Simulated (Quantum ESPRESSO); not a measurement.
Worked example: self-consistent single point of FeAl (Pm-3m, 2 atoms in the cell) in Quantum ESPRESSO.

Method: revPBE, PseudoDojo standard norm-conserving (PBE) pseudopotentials (plane waves; Quantum ESPRESSO).

```
CELL_PARAMETERS angstrom
      2.87654     0.00000     0.00000
      0.00000     2.87654     0.00000
      0.00000     0.00000     2.87654
ATOMIC_POSITIONS crystal
  Al 0.50000 0.50000 0.50000
  Fe 0.00000 0.00000 0.00000
```

Reference input (self-consistent single point, DFT, revPBE, plane waves, PseudoDojo standard norm-conserving (PBE) pseudopotentials): ecutwfc = 90 Ry; occupations = smearing; smearing = cold; degauss = 0.0073499 Ry; input_dft = revpbe; potentials = {Al: Al.upf, Fe: Fe.upf}; K_POINTS = automatic 15 15 15 0 0 0; conv_thr = 1e-10 Ry; mixing_beta = 0.5. This run's input differs from it in these lines:

```diff
@@ -29,3 +29,3 @@
 K_POINTS {automatic}
-15 15 15  0 0 0
+11 11 11  0 0 0
 CELL_PARAMETERS {angstrom}
```

Output, abridged:

```
     Self-consistent Calculation

     iteration #  1     ecut=    90.00 Ry     beta= 0.50

---- Real-time Memory Report at c_bands before calling an iterative solver
            78 MiB given to the printing process from OS
            44 MiB allocation reported by mallinfo(arena+hblkhd)
------------------

     Threshold (ethr) on eigenvalues was too large:
     Diagonalizing with lowered threshold

---- Real-time Memory Report at c_bands before calling an iterative solver
            79 MiB given to the printing process from OS
            45 MiB allocation reported by mallinfo(arena+hblkhd)
------------------

   [... lines left out ...]

---- Real-time Memory Report at c_bands before calling an iterative solver
            88 MiB given to the printing process from OS
            55 MiB allocation reported by mallinfo(arena+hblkhd)
------------------

     total energy              =    -255.40027942 Ry
     estimated scf accuracy    <          1.3E-10 Ry

     iteration # 11     ecut=    90.00 Ry     beta= 0.50

---- Real-time Memory Report at c_bands before calling an iterative solver
            88 MiB given to the printing process from OS
            55 MiB allocation reported by mallinfo(arena+hblkhd)
------------------
     End of self-consistent calculation

     the Fermi energy is    13.9462 ev

!    total energy              =    -255.40027942 Ry
     estimated scf accuracy    <          1.2E-11 Ry
     smearing contrib. (-TS)   =       0.00010475 Ry
     internal energy E=F+TS    =    -255.40038418 Ry

     convergence has been achieved in  11 iterations

     Forces acting on atoms (cartesian axes, Ry/au):

     atom    1 type  1   force =     0.00000000    0.00000000    0.00000000
     atom    2 type  2   force =     0.00000000    0.00000000    0.00000000

     Total force =     0.000000     Total SCF correction =     0.000000

          total   stress  (Ry/bohr**3)                   (kbar)     P=        1.40
   0.00000952   0.00000000   0.00000000            1.40        0.00        0.00
   0.00000000   0.00000952   0.00000000            0.00        1.40        0.00
   0.00000000   0.00000000   0.00000952            0.00        0.00        1.40

   JOB DONE.
```

The run converged in 11 iterations. Against the reference run the free energy rises by 3.1 meV/atom and the pressure moves little (0.12 to 0.14 GPa).

The starting cell has typed, rounded lattice constants, without a prior relaxation at this level. Its lattice was rescaled by a random factor within 2.5 % of one. Spin polarisation is off.
